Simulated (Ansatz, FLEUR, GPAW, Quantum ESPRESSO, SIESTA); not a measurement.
## Code comparison for ZnCu₃ (P-6m2, 4 atoms in the cell)

Self-consistent single point, at a second geometry (lattice scaled by 0.98). First geometry:

```yaml
crystal:
  lattice:
    - [2.56146, 0.00000, 0.00000]
    - [-1.28073, 2.21829, 0.00000]
    - [0.00000, 0.00000, 8.39759]
  atoms:
    - { symbol: Zn, position: [0.66667, 0.33333, 0.00000] }
    - { symbol: Cu, position: [0.66667, 0.33333, 0.50000] }
    - { symbol: Cu, position: [0.33333, 0.66667, 0.25407] }
    - { symbol: Cu, position: [0.33333, 0.66667, 0.74593] }
```

Shared settings, as Ansatz (a first-principles code) writes them: kpoints.mp_grid.grid = 12 12 3; scf.occupations.method = gaussian; scf.occupations.width = 0.1 eV. Potentials and cutoffs stand in the table.

```
code                                                                                                                                 model  ΔF from the first geometry (meV/atom)  pressure (GPa)  largest force (eV/Å)           cutoff
----------------  ------------------------------------------------------------------------------------------------------------------------  -------------------------------------  --------------  --------------------  ---------------
Ansatz                                                                                                 LDA (PW92), PAW files made with PBE                                  -12.5            2.00                 0.029          default
FLEUR                                                         LDA (Perdew-Zunger), all-electron FLAPW (FLEUR), scalar-relativistic valence                                      –               –                 0.030  Kmax 3.5 1/bohr
SIESTA            LDA PW92, numerical atomic orbitals DZP, PseudoDojo LDA standard norm-conserving potentials (rewritten from UPF to PSML)                                  -30.4           -2.53                 0.257      grid 400 Ry
Quantum ESPRESSO                                                                      LDA (PZ), PSlibrary ultrasoft (LDA) pseudopotentials                                  -11.6            1.34                 0.028            55 Ry
GPAW                                                                         LDA (Perdew-Wang 92), GPAW PAW datasets LDA (gpaw-data 1.0.1)                                   -8.2            2.61                 0.018           850 eV
```

For Quantum ESPRESSO (by 0.9 GPa) and GPAW (by 0.4 GPa) the energy change implies a higher mean pressure, against the two pressures, than for the other programs: a sign of finite-basis (Pulay) stress.

A dash marks a value that a program does not give, or that is left out as unsure.

On Ansatz's run: spin polarisation is off.

The spread over the programs that give each value: ΔF from the first geometry within 22.2 meV/atom; pressure within 5.14 GPa; largest force within 0.239 eV/Å.

SIESTA uses small atom-centred bases, whose incompleteness enters pressures, forces and empty levels differently from a plane-wave cutoff. FLEUR treats all electrons, but the usual bases taken here (sphere radii, linearisation, local orbitals, empty states) were not tested for convergence, so the values are no reference for the others. Ansatz's pressure is given at a fixed set of plane waves, as the other plane-wave codes print theirs; with its correction for the finite basis it is 2.09 GPa. The same LDA comes in different parametrisations, which differ slightly. In the pressure, SIESTA (by 4.53) lies more than 1 GPa from the median of the plane-wave programs. In the force vectors, SIESTA (by 0.229) lies more than 0.08 eV/Å from the median of the plane-wave programs.

The starting cell comes from a database of computed structures (which also holds hypothetical and non-ambient phases and stackings), without a prior relaxation at this level. For this run, on top of that: lattice scaled by 0.98.

Left out of this page: ABINIT (with a known weakness of the program); Elk (not drawn, or without a comparable value).

Keys are those of Ansatz 0.2.
